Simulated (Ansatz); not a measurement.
Ansatz (a program for electronic structure) run on NbP (Imm2, 4 atoms in the cell): relaxation of the atoms.

Computed with LDA (PW92), default PAW files made with PBE (plane waves; Ansatz).

The change in words: one atom moved by 0.15 angstrom; relax: default → atoms; relax.f_tol: default → 0.2 eV/Å. Reference geometry:
```yaml
crystal:
  lattice:
    - [-1.68330, 1.68330, 5.76881]
    - [1.68330, -1.68330, 5.76881]
    - [1.68330, 1.68330, -5.76881]
  atoms:
    - { symbol: Nb, position: [0.74988, 0.74988, 0.00000] }
    - { symbol: Nb, position: [0.49988, 0.99988, 0.50000] }
    - { symbol: P, position: [0.33275, 0.33275, 0.00000] }
    - { symbol: P, position: [0.08275, 0.58275, 0.50000] }
```

Reference input (self-consistent single point, DFT, LDA (PW92), plane waves, default PAW files made with PBE): basis.ecutwfc = 420 eV; kpoints.mp_grid.grid = 10 10 10; hamiltonian.xc = lda; hamiltonian.pseudopotentials = {kind: paw} (the program's default PAW files); scf.occupations.method = gaussian; scf.occupations.width = 0.2 eV. This run's input differs from it in these lines:

```diff
@@ -6,3 +6,3 @@
   atoms:
-    - { symbol: Nb, position: [0.749880, 0.749880, 0.000000] }
+    - { symbol: Nb, position: [0.762881, 0.762881, 0.000000] }
     - { symbol: Nb, position: [0.499880, 0.999880, 0.500000] }
@@ -19,2 +19,4 @@
   occupations: { method: gaussian, width: 0.2 }
+relax:
+  f_tol: 0.2
 output:
```

Log, with long lists cut:

```
   [... SCF lines of the steps left out ...]
relax step   1: F+E_penalty+E_count = -10341.27576399 eV  Δ(F+E_penalty+E_count) = +0.000e0 eV  max|allowed force component| = 1.945e0 eV/Å  Δτ_max = 0.0000 Å  (6 SCF iters, dr2 threshold 1.00e-4 eV, accepted)
relax step   2: F+E_penalty+E_count = -10341.32339899 eV  Δ(F+E_penalty+E_count) = -4.764e-2 eV  max|allowed force component| = 1.574e0 eV/Å  Δτ_max = 0.1944 Å  (6 SCF iters, dr2 threshold 1.00e-4 eV, accepted)
relax step   3: F+E_penalty+E_count = -10341.42678272 eV  Δ(F+E_penalty+E_count) = -1.034e-1 eV  max|allowed force component| = 1.118e-2 eV/Å  Δτ_max = 0.0819 Å  (6 SCF iters, dr2 threshold 1.00e-4 eV, accepted)
relax step   4: F+E_penalty+E_count = -10341.42678274 eV  Δ(F+E_penalty+E_count) = -1.765e-8 eV  max|allowed force component| = 1.108e-2 eV/Å  Δτ_max = 0.0000 Å  (6 SCF iters, accepted)
the relaxation is at rest under the 4 symmetry operations that the run kept from its start: a minimum is not shown …
Free energy (F): -10341.426783 eV
Internal energy: -10341.410419 eV  (E = F + TS)
E sigma→0 (E₀):  -10341.418601 eV
Entropy (-TS):   -0.016364 eV (-4.091 meV/atom)
Fermi energy:    14.332640 eV
--- Forces (eV/Å), atoms counted from 1 ---
  atom   1  Nb     0.00000000     0.00000000     0.00296433
  atom   2  Nb     0.00000000     0.00000000    -0.01107765
  atom   3  P      0.00000000     0.00000000     0.00411380
  atom   4  P      0.00000000     0.00000000     0.00399923
--- Stress (GPa, compression-positive) ---
      -12.046631       0.000000       0.000000
   [... lines left out ...]
  F+E_penalty+E_count = -10341.42678274 eV   max|allowed force component| = 1.108e-2 eV/Å
  atoms:
    - { symbol: Nb, position: [0.7531350899348717, 0.7531350899348717, 0.0] }
    - { symbol: Nb, position: [0.5032013412296048, 1.0032013412296048, 0.5000000000000001] }
    - { symbol: P, position: [0.33596093023116763, 0.33596093023116763, 0.0] }
    - { symbol: P, position: [0.08596363860435605, 0.5859636386043562, 0.5000000000000001] }
```

The run converged.  The full log also holds: “iter 5 did not close the SCF: its close was put off for the readings that it lacked (scf_convergence_deferred on its scf_iter line)”. The full log also holds: “iter 5 did not close the SCF: its close was put off for the readings that it lacked (scf_convergence_deferred on its scf_iter line)”.

Summary of the result:
- Free energy E − TS (on the zero of these files): -10341.4268 eV
- Fermi level (on the code's own zero): 14.33 eV
- Pressure: -11.81 GPa
- Largest force (vector length): 0.011 eV/Å
- Relaxation steps: 4

The starting cell comes from a database of computed structures (which also holds hypothetical and non-ambient phases and stackings), without a prior relaxation at this level. Its lattice was rescaled by up to half a per cent. For this run, on top of that: one atom moved by 0.15 angstrom. Spin polarisation is off. The relaxation keeps the symmetry of its start, so its end need not be a minimum. Ansatz's pressure includes its estimate of the finite-basis (Pulay) stress.

Cost on one core of a shared machine: roughly 90 s.

Keys are those of Ansatz 0.2.
